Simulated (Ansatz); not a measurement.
**CdSe in the zinc blende structure (space group F-43m, No. 216)**

```
CELL_PARAMETERS angstrom
      0.00000     3.00374     3.00374
      3.00374     0.00000     3.00374
      3.00374     3.00374     0.00000
ATOMIC_POSITIONS crystal
  Cd 0.00000 0.00000 0.00000
  Se 0.25000 0.25000 0.25000
```

All numbers come from LDA/PAW in Ansatz (a program for electronic structure), no SOC. k-mesh 10×10×10 (Γ-centred); smearing 0.05 eV (Fermi–Dirac).

The volume per atom is 27.10 Å³. The density is 5.86 g/cm³, the band gap is 0.41 eV, direct at Γ and the electron mass is 0.041 mₑ. The hole mass (degenerate bands, along [100]) is 0.042, 0.62, 0.62 mₑ and the lowest conduction-band minima above the VBM comes out as Γ 0.41 eV. The total energy comes out as -6751.119 eV/atom (σ→0; compares only within this code and set-up).

Effective masses come from finite differences of ±0.01 Å⁻¹. Whether these cells are dynamically stable was not tested.
